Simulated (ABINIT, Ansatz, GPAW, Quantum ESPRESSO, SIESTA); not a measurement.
# One structure in several programs: H4BrN (P-43m, 6 atoms in the cell)

Self-consistent single point.

```
CELL_PARAMETERS angstrom
      4.00010     0.00000     0.00000
      0.00000     4.00010     0.00000
      0.00000     0.00000     4.00010
ATOMIC_POSITIONS crystal
  H  0.14921 0.14921 0.85079
  H  0.14921 0.85079 0.14921
  H  0.85079 0.85079 0.85079
  H  0.85079 0.14921 0.14921
  Br 0.50000 0.50000 0.50000
  N  0.00000 0.00000 0.00000
```

Shared settings, as Ansatz (a first-principles code) writes them: kpoints.mp_grid.grid = 7 7 7; scf.occupations.method = fixed. Potentials and cutoffs stand in the table.

| code | model | pressure (GPa) | largest force (eV/Å) | gap on the mesh (eV) | cutoff |
|---|---|---|---|---|---|
| Ansatz | PBEsol, default PAW files made with PBE | 0.80 | 0.474 | 4.101 | 420 eV |
| SIESTA | GGA PBEsol, numerical atomic orbitals DZP, PseudoDojo PBEsol standard norm-conserving potentials (rewritten from UPF to PSML) | 0.90 | 1.063 | 4.239 | grid 400 Ry |
| GPAW | PBEsol, GPAW PAW datasets PBEsol (made by gpaw-setup) | – | 0.508 | 4.114 | 950 eV |
| Quantum ESPRESSO | PBEsol, GBRV 1.5 ultrasoft (PBESOL) pseudopotentials | 1.95 | 0.730 | 4.102 | 40 Ry |
| ABINIT | PBEsol, norm-conserving pseudopotentials (PseudoDojo nc-sr-04 PBEsol standard) | 0.88 | 0.411 | 4.110 | 84 Ry |

A dash marks a value that a program does not give, or that is left out as unsure.

Gaps are read on the mesh.

The spread over the programs that give each value: pressure within 1.15 GPa; largest force within 0.652 eV/Å; gap on the mesh within 0.138 eV.

SIESTA uses small atom-centred bases, whose incompleteness enters pressures, forces and empty levels differently from a plane-wave cutoff. Ansatz's pressure is given at a fixed set of plane waves, as the other plane-wave codes print theirs; with its correction for the finite basis it is 1.13 GPa (the shift of 0.33 GPa shows how far the cutoff is from converged). The pressure of GPAW is left out: its cutoff lies under the one at which its stress was checked. In the pressure, Quantum ESPRESSO (by 1.07) lies more than 1 GPa from the median of the plane-wave programs. In the gap, SIESTA (by 0.133) lies more than 0.12 eV from the median of the plane-wave programs. In the force vectors, SIESTA (by 0.572), Quantum ESPRESSO (by 0.239) and ABINIT (by 0.080) lie more than 0.08 eV/Å from the median of the plane-wave programs.

On the base mesh (4 4 4) the same programs gave: Ansatz pressure 0.83 GPa, gap on the mesh 4.080 eV; Quantum ESPRESSO pressure 1.98 GPa, gap on the mesh 4.080 eV; ABINIT pressure 0.91 GPa, gap on the mesh 4.088 eV; GPAW gap on the mesh 4.093 eV; SIESTA pressure 0.93 GPa, gap on the mesh 4.218 eV.

The starting cell comes from a database of computed structures (which also holds hypothetical and non-ambient phases and stackings), without a prior relaxation at this level.

Left out of this page: CP2K (on another mesh).

Keys are those of Ansatz 0.2.
